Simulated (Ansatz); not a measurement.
Ge2Sb2Te5 (model structure, started from the Ge2Sb2Te5-Petrov type, P-3m1, No. 164, 9 atoms in the cell), treated with PBE-D3(BJ) (PAW; Ansatz, a first-principles code).

Numerical settings: plane-wave cutoff 500 eV, 12×12×4 k mesh (along the axes of the cell as run), Fermi–Dirac smearing 0.05 eV, scalar-relativistic PAW data made under PBE.

Cell (relaxed at this level):

```cif
data_Ge2Sb2Te5
_chemical_formula_sum 'Te5 Sb2 Ge2'
_space_group_name_H-M_alt 'P-3m1'
_space_group_IT_number 164
_space_group_name_Hall '-P 3 2"'
_cell_length_a 4.23287
_cell_length_b 4.23287
_cell_length_c 17.43738
_cell_angle_alpha 90.000
_cell_angle_beta 90.000
_cell_angle_gamma 120.000
loop_
_atom_site_label
_atom_site_type_symbol
_atom_site_symmetry_multiplicity
_atom_site_Wyckoff_symbol
_atom_site_fract_x
_atom_site_fract_y
_atom_site_fract_z
_atom_site_occupancy
Te1 Te 1 a 0.00000 0.00000 0.00000 1
Sb1 Sb 2 d 0.66667 0.33333 0.11347 1
Te2 Te 2 d 0.33333 0.66667 0.21245 1
Ge1 Ge 2 c 0.00000 0.00000 0.34098 1
Te3 Te 2 d 0.66667 0.33333 0.42299 1
```

Question: Give the computed band gap.

Answer: 
- band gap = 0.01 eV (under three smearing widths, so not firm)

Note: a distance lies near a switch of the dispersion term, which can move the cell; the relaxation could raise the start's symmetry but not lower it, so the cell can be a saddle point.

Spin–orbit coupling is not included; with these elements it can move the gap by several tenths of an eV or more.

Computed values are for the static lattice.

The result took very roughly 26 core-minutes.

A model structure was made by putting elements into a prototype or built by hand; it is no filed structure, need not be a known phase, and can be a saddle point held by its symmetry.
